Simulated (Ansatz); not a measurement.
Given:

Host crystal: monoclinic ZrO2, with a band gap (PBE, scalar-relativistic without spin-orbit coupling).

End structure of CO on the 1x1 (100) surface of monoclinic ZrO2 (cut with top plane 2 O), one in a 1x1 cell, started at the site 'bridge O-O (span 5.2 Å)':

```yaml
crystal:
  lattice:
    - [5.24177, 0.00000, 0.00000]
    - [0.00000, 5.37884, 0.00000]
    - [0.00000, 0.00000, 29.00000]
  atoms:
    - { symbol: O, position: [0.19624, 0.87249, 0.33776] }
    - { symbol: O, position: [0.30376, 0.37249, 0.33776] }
    - { symbol: Zr, position: [0.07348, 0.16444, 0.37438] }
    - { symbol: Zr, position: [0.42652, 0.66444, 0.37438] }
    - { symbol: O, position: [0.74107, 0.90195, 0.40069] }
    - { symbol: O, position: [0.75893, 0.40195, 0.40069] }
    - { symbol: O, position: [0.24260, 0.43749, 0.42438] }
    - { symbol: O, position: [0.25740, 0.93749, 0.42438] }
    - { symbol: Zr, position: [0.55443, 0.17422, 0.45111] }
    - { symbol: Zr, position: [0.94557, 0.67422, 0.45111] }
    - { symbol: O, position: [0.66766, 0.50149, 0.48762] }
    - { symbol: O, position: [0.83234, 0.00149, 0.48762] }
    - { symbol: O, position: [0.16851, 0.67442, 0.51234] }
    - { symbol: O, position: [0.33279, 0.17391, 0.51235] }
    - { symbol: Zr, position: [0.05318, 0.00092, 0.54884] }
    - { symbol: Zr, position: [0.44559, 0.50089, 0.54898] }
    - { symbol: O, position: [0.74318, 0.73850, 0.57603] }
    - { symbol: O, position: [0.75817, 0.23850, 0.57610] }
    - { symbol: O, position: [0.24094, 0.27080, 0.59883] }
    - { symbol: O, position: [0.25666, 0.77262, 0.59945] }
    - { symbol: Zr, position: [0.56828, 0.00831, 0.62430] }
    - { symbol: Zr, position: [0.92504, 0.50838, 0.62781] }
    - { symbol: O, position: [0.68688, 0.29930, 0.66293] }
    - { symbol: O, position: [0.78630, 0.79924, 0.66358] }
    - { symbol: C, position: [0.17535, 0.48137, 0.70354] }
    - { symbol: O, position: [0.23651, 0.48067, 0.74094] }
```

Model: 26-atom slab, 9.4 Å thick at the start under the adsorbate (thin: gaps and levels are the slab's own), 3x3x1 mesh, Fermi-Dirac 0.01 eV, dipole correction, single point; no symmetry held, on the structure that PBE left; no spin, no spin-orbit, no U, no dispersion correction. At the end it is bonded to Zr. In PBE it is, or lies within 0.03 eV of, the lowest of the starts that converged; the order may differ at this level.

A negative adsorption energy means that the adsorbate is more stable on the surface than in its reference.

### Question
Predict the adsorption energy against CO(g) at the same level from HSE06, at the PBE geometry (Ansatz, an electronic-structure program).

### Answer
-450 meV

### Question
What change of the step from the bottom to the top vacuum level, against the clean slab does HSE06, at the PBE geometry give?

### Answer
-0.78 eV
